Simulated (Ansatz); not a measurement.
Consider ZnGeP₂ in the chalcopyrite structure (space group I-42d, No. 122; a = 5.500 Å, c = 10.845 Å).

The values are results of PBE (Ansatz, a program for electronic structure; PAW; 420 eV plane waves; without spin-orbit coupling), not measurements.

For the base:

```
Quantity    Result
--------  --------
Pressure  0.0 kbar
```

One thing is altered: an isotropic linear strain of −2.25 %, atoms relaxed at fixed cell.

Question: How does this affect the energy relative to the base?

Answer: The energy grows by 24 meV/atom.

Question: What happens to the pressure?

Answer: The pressure (mean of the normal stresses, compression positive) goes from zero to 59.3 kbar.

No phonon test of stability was made.
